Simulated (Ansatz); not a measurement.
System: Al-vacancy pair (Al on one host Ti site, one O site vacant) in rutile TiO2 (charge state +1). The step: one O atom jumps into the vacancy from a nearby O site (Al-vacancy distance between ideal sites 1.96 Å throughout); the atom moves 2.31 Å along (0.35, -0.35, 0.00) of the unit cell; the moving atom starts with neighbours Al at 1.83; Ti at 1.93, Ti at 2.03 Å and ends with Al at 1.83; Ti at 1.93, Ti at 2.03 Å. A PBE band in Ansatz (plane-wave PAW, one k-point at (0.250, 0.250, 0.250), 72 host sites, 165 SCF runs with any check of the saddle's order, static, no finite-size correction) gives a forward barrier of 0.65 eV. The check of the saddle point's order was inconclusive, and it lies on a symmetry element of the cell, where a band can be held. The charge state is imposed; whether it is stable for some Fermi level was not computed. Forms of the defect that were not tried may lie lower.

Single points at the band's start and saddle point can refine it. Rough cost of one point, in units of the band's mean SCF on the same machine:

```
Level                                                   Cost of one point
------------------------------------------------------  -----------------
PBE, a 2×2×2 k-point mesh shifted by half a step                  about 5
r2SCAN at 500 eV, one k-point at (0.250, 0.250, 0.250)            about 3
```

Task: Which of these move the barrier by more than 0.1 eV, and how far does each move it?

Result: Not one does. PBE, a 2×2×2 k-point mesh shifted by half a step: 0.00 eV; r2SCAN at 500 eV, one k-point at (0.250, 0.250, 0.250): -0.06 eV. Each functional is compared with PBE at the same k-points.

Ansatz is a first-principles code.
